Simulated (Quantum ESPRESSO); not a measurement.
Worked example: self-consistent single point of SnO2 (P4_2/mnm, 6 atoms in the cell) in Quantum ESPRESSO.

Level of theory: rev-vdW-DF2, SSSP 1.1.2 efficiency (PBE) pseudopotentials (plane waves; Quantum ESPRESSO).

```yaml
crystal:
  lattice:
    - [4.75243, 0.00000, 0.00000]
    - [0.00000, 4.75243, 0.00000]
    - [0.00000, 0.00000, 3.19916]
  atoms:
    - { symbol: Sn, position: [0.50000, 0.50000, 0.50000] }
    - { symbol: Sn, position: [0.00000, 0.00000, 0.00000] }
    - { symbol: O, position: [0.19403, 0.80597, 0.50000] }
    - { symbol: O, position: [0.80597, 0.19403, 0.50000] }
    - { symbol: O, position: [0.69403, 0.69403, 0.00000] }
    - { symbol: O, position: [0.30597, 0.30597, 0.00000] }
```

Reference input (self-consistent single point, DFT, LDA (PZ), plane waves, GBRV 1.5 ultrasoft (LDA) pseudopotentials): ecutwfc = 40 Ry; ecutrho = 200 Ry; occupations = fixed; potentials = {Sn: sn_lda_v1.4.uspp.F.UPF, O: o_lda_v1.2.uspp.F.UPF}; K_POINTS = automatic 7 7 10 0 0 0; nbnd = 30; conv_thr = 1e-10 Ry; mixing_beta = 0.4. This run's input differs from it in these lines:

```diff
@@ -14,6 +14,7 @@
     ntyp = 2
-    ecutwfc = 40
-    ecutrho = 200
+    ecutwfc = 55
+    ecutrho = 440
     occupations = 'fixed'
     nbnd = 30
+    input_dft = 'vdw-df2-b86r'
 /
@@ -24,4 +25,4 @@
 ATOMIC_SPECIES
-Sn   118.7100  sn_lda_v1.4.uspp.F.UPF
-O     15.9990  o_lda_v1.2.uspp.F.UPF
+Sn   118.7100  Sn_pbe_v1.uspp.F.UPF
+O     15.9990  O.pbe-n-kjpaw_psl.0.1.UPF
 ATOMIC_POSITIONS {crystal}
```

Output, abridged:

```
     Self-consistent Calculation

     iteration #  1     ecut=    55.00 Ry     beta= 0.40

     total energy              =    -492.47613123 Ry
     estimated scf accuracy    <       1.76652061 Ry

     iteration #  2     ecut=    55.00 Ry     beta= 0.40

     total energy              =    -492.84785933 Ry
     estimated scf accuracy    <       0.13438350 Ry

     iteration #  3     ecut=    55.00 Ry     beta= 0.40

     total energy              =    -492.84791606 Ry
     estimated scf accuracy    <       0.02578527 Ry

   [... 7 blocks of this kind left out ...]

     iteration # 11     ecut=    55.00 Ry     beta= 0.40

     total energy              =    -492.85107246 Ry
     estimated scf accuracy    <          2.3E-10 Ry

     iteration # 12     ecut=    55.00 Ry     beta= 0.40
     End of self-consistent calculation

     highest occupied, lowest unoccupied level (ev):     9.2748   10.3639

!    total energy              =    -492.85107246 Ry
     estimated scf accuracy    <          1.2E-11 Ry

     convergence has been achieved in  12 iterations

     Forces acting on atoms (cartesian axes, Ry/au):

     atom    1 type  1   force =     0.00000000    0.00000000   -0.00000000
     atom    2 type  1   force =     0.00000000    0.00000000    0.00000000
     atom    3 type  2   force =     0.00177510   -0.00177510   -0.00000000
     atom    4 type  2   force =    -0.00177510    0.00177510    0.00000000
     atom    5 type  2   force =     0.00177510    0.00177510    0.00000000
     atom    6 type  2   force =    -0.00177510   -0.00177510   -0.00000000

     Total force =     0.005021     Total SCF correction =     0.000000

          total   stress  (Ry/bohr**3)                   (kbar)     P=       61.91
   0.00036789   0.00000000   0.00000000           54.12        0.00        0.00
   0.00000000   0.00036789   0.00000000            0.00       54.12        0.00
   0.00000000   0.00000000   0.00052685            0.00        0.00       77.50

   JOB DONE.
```

The run converged in 12 iterations. Against the reference run the pressure goes from -2.31 to 6.19 GPa, the largest force goes from 0.045 to 0.065 eV/Å and the gap on the mesh goes from 1.006 to 1.089 eV.

The starting cell comes from a database of computed structures (which also holds hypothetical and non-ambient phases and stackings), without a prior relaxation at this level. Its lattice was rescaled by a random factor within 2.5 % of one. With a pressure of about 6 GPa the cell is away from its equilibrium volume at this level.

Cost on one core of a shared machine: roughly 2 min.
